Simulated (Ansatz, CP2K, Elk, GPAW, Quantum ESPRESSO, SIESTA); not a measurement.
Code comparison for NiGe (Pnma, 8 atoms in the cell)

Self-consistent single point, at a second geometry (lattice scaled by 0.98). First geometry:

```yaml
crystal:
  lattice:
    - [5.29714, 0.00000, 0.00000]
    - [0.00000, 3.42987, 0.00000]
    - [0.00000, 0.00000, 5.73553]
  atoms:
    - { symbol: Ni, position: [0.50554, 0.25000, 0.69073] }
    - { symbol: Ni, position: [0.49446, 0.75000, 0.30927] }
    - { symbol: Ni, position: [0.99446, 0.75000, 0.19073] }
    - { symbol: Ni, position: [0.00554, 0.25000, 0.80927] }
    - { symbol: Ge, position: [0.68966, 0.25000, 0.08698] }
    - { symbol: Ge, position: [0.31034, 0.75000, 0.91302] }
    - { symbol: Ge, position: [0.81034, 0.75000, 0.58698] }
    - { symbol: Ge, position: [0.18966, 0.25000, 0.41302] }
```

Shared settings, as Ansatz (a program for electronic structure) writes them: kpoints.mp_grid.grid = 4 5 3; scf.occupations.method = fermi_dirac; scf.occupations.width = 0.05 eV. Potentials and cutoffs stand in the table.

```csv
code,model,ΔF from the first geometry (meV/atom),pressure (GPa),largest force (eV/Å),cutoff
CP2K,"PBE, GPW, TZVP-MOLOPT-SR-GTH basis, GTH-PBE potentials (GTH_POTENTIALS)",77.4,23.01,0.277,grid 600 Ry
Elk,"PBE, all-electron FP-LAPW, Elk's shipped species files, APW+lo basis with extra local orbitals",73.8,–,–,rgkmax 8
SIESTA,"GGA PBE, numerical atomic orbitals DZP, PseudoDojo PBE standard norm-conserving potentials (rewritten from UPF to PSML)",82.7,24.78,0.420,grid 350 Ry
Quantum ESPRESSO,"PBE, PSlibrary ultrasoft (PBE) pseudopotentials",79.8,23.22,0.314,50 Ry
GPAW,"PBE, GPAW PAW datasets PBE (gpaw-data 1.0.1)",73.9,22.38,0.276,800 eV
Ansatz,"PBE, PAW files",69.4,21.13,0.270,420 eV
```

For Quantum ESPRESSO (by 0.6 GPa) the energy change implies a higher mean pressure, against the two pressures, than for the other programs: a sign of finite-basis (Pulay) stress.

Size of the force on each atom (eV/Å): Sizes of forces hide their directions.

| code | Ni1 | Ni2 | Ni3 | Ni4 | Ge5 | Ge6 | Ge7 | Ge8 |
|---|---|---|---|---|---|---|---|---|
| CP2K | 0.277 | 0.277 | 0.276 | 0.276 | 0.228 | 0.228 | 0.228 | 0.228 |
| SIESTA | 0.420 | 0.420 | 0.420 | 0.420 | 0.177 | 0.177 | 0.177 | 0.177 |
| Quantum ESPRESSO | 0.314 | 0.314 | 0.314 | 0.314 | 0.301 | 0.301 | 0.301 | 0.301 |
| GPAW | 0.276 | 0.276 | 0.276 | 0.276 | 0.254 | 0.254 | 0.254 | 0.254 |
| Ansatz | 0.270 | 0.270 | 0.270 | 0.270 | 0.240 | 0.240 | 0.240 | 0.240 |

A dash marks a value that a program does not give, or that is left out as unsure.

On Ansatz's run: spin polarisation is off.

The spread over the programs that give each value: ΔF from the first geometry within 13.3 meV/atom; pressure within 3.65 GPa; largest force within 0.150 eV/Å.

CP2K and SIESTA use small atom-centred bases, whose incompleteness enters pressures, forces and empty levels differently from a plane-wave cutoff. Elk treats all electrons, but the usual bases taken here (sphere radii, linearisation, local orbitals, empty states) were not tested for convergence, so the values are no reference for the others. Ansatz's pressure is given at a fixed set of plane waves, as the other plane-wave codes print theirs; with its correction for the finite basis it is 21.23 GPa. In the pressure, SIESTA (by 2.40) and Ansatz (by 1.26) lie more than 1 GPa from the median of the plane-wave programs. In the force vectors, CP2K (by 0.096) and SIESTA (by 0.146) lie more than 0.08 eV/Å from the median of the plane-wave programs.

The shared mesh is coarse (it stands for a supercell whose shortest vector is 17 Å), so the values are not converged in it.

The starting cell comes from a database of computed structures (which also holds hypothetical and non-ambient phases and stackings), without a prior relaxation at this level. Its lattice was rescaled by a random factor within 2.5 % of one. For this run, on top of that: lattice scaled by 0.98.

Left out of this page: FLEUR (with a known weakness of the program).

Keys are those of Ansatz 0.2.
